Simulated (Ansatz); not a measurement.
Data:

```
ZnSe
1.0
    3.97619     0.00000     0.00000
    0.00000     3.97619     0.00000
    1.98809    -1.98809     2.74979
Zn Se
1 1
Direct
  0.00000   0.00000   0.00000
  0.75000   0.75000   0.50000
```

No spin polarisation.

All numbers come from LDA (Ansatz, a quantum-chemistry and plane-wave program), no spin-orbit coupling. k-mesh 10×10×10 (Γ-centred); smearing 0.05 eV (Fermi–Dirac).

**Question.** What band gap does the calculation give?

**Answer.** 1.16 eV.

**Question.** Estimate the pressure (mean of the normal stresses, compression positive).

**Answer.** -0.55 GPa.

The cells carry an imposed strain or load. Stability against distortions was not tested. The cell was made from ZnSe in the zinc blende structure (space group F-43m, No. 216) by this change: biaxial strain +1.00 %, plane normal [001], relaxed out of plane.
